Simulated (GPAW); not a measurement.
Band structure of Sn (I4_1/amd, 2 atoms in the cell).

```
CELL_PARAMETERS angstrom
     -2.94984     2.94984     1.60458
      2.94984    -2.94984     1.60458
      2.94984     2.94984    -1.60458
ATOMIC_POSITIONS crystal
  Sn 0.75000 0.25000 0.50000
  Sn 0.00000 0.00000 0.00000
```

Level of theory: PBE, GPAW PAW datasets PBE (gpaw-data 1.0.1) (plane waves; GPAW 25.7.0).

Settings: mode = pw; ecut = 600 eV; xc = PBE; kpts = 9 9 9; mesh shift (steps) = 0 0 0; occupations.name = fermi-dirac; occupations.width = 0.136 eV; nbands = -8; convergence.density = 1e-05 e/electron; symmetry.symmorphic = false; symmetry.tolerance = 0.0005; maxiter = 100; bandpath_npoints = 40.

The starting cell comes from a database of computed structures (which also holds hypothetical and non-ambient phases and stackings), without a prior relaxation at this level. Its lattice was rescaled by a random factor within 2.5 % of one.

Levels in eV from the Fermi level, bands 11 to 18:
```json
[
 {"point": "Γ", "11": "-10.90", "12": "-3.70", "13": "-1.90", "14": "-1.90", "15": "3.03", "16": "6.08", "17": "6.08", "18": "6.67"},
 {"point": "X", "11": "-8.72", "12": "-8.72", "13": "0.59", "14": "0.59", "15": "1.53", "16": "1.53", "17": "5.93", "18": "5.93"},
 {"point": "M", "11": "-7.45", "12": "-7.45", "13": "-4.64", "14": "-4.64", "15": "4.97", "16": "4.97", "17": "9.10", "18": "9.10"},
 {"point": "Z", "11": "-6.43", "12": "-5.51", "13": "-2.93", "14": "-2.80", "15": "-2.80", "16": "2.93", "17": "5.48", "18": "5.48"},
 {"point": "P", "11": "-5.90", "12": "-5.90", "13": "-3.40", "14": "-3.40", "15": "3.50", "16": "3.50", "17": "3.84", "18": "3.84"},
 {"point": "N", "11": "-6.82", "12": "-5.29", "13": "-2.31", "14": "-1.64", "15": "-1.08", "16": "2.29", "17": "2.79", "18": "4.55"},
 {"point": "Z1", "11": "-6.43", "12": "-5.51", "13": "-2.93", "14": "-2.80", "15": "-2.80", "16": "2.93", "17": "5.48", "18": "5.48"}
]
```

Bands cross the Fermi level along this path, so the cell is metallic at this level.
